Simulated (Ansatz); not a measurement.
Consider Si in the diamond structure (space group Fd-3m, No. 227; a = 5.434 Å).

Now apply this change: full substitution Si → C, then cell and atoms are relaxed.

Levels (all Ansatz, a first-principles code, PAW): PBEsol (420 eV, without spin-orbit coupling); HSE06 (420 eV, no spin-orbit coupling).

The geometry is relaxed with PBEsol.

| Property | Value |
|---|---|
| PBEsol lowest conduction level above the VBM at special points | X 4.63 eV; K 5.56 eV; U 5.56 eV; Γ 5.57 eV |

Q: How does going to HSE06 change the lowest conduction level above the VBM at special points?

A: The lowest conduction level above the VBM at special points becomes X 5.94 eV; K 6.93 eV; U 6.93 eV; Γ 7.01 eV (PBEsol: X 4.63 eV; K 5.56 eV; U 5.56 eV; Γ 5.57 eV).

Single points use the geometry relaxed with PBEsol. The hybrid gap comes from the SCF mesh plus the semilocal run's edge points and a few special points and is an upper bound. The levels and masses belong to the bands next to the band gap. Stability against distortions was not tested.
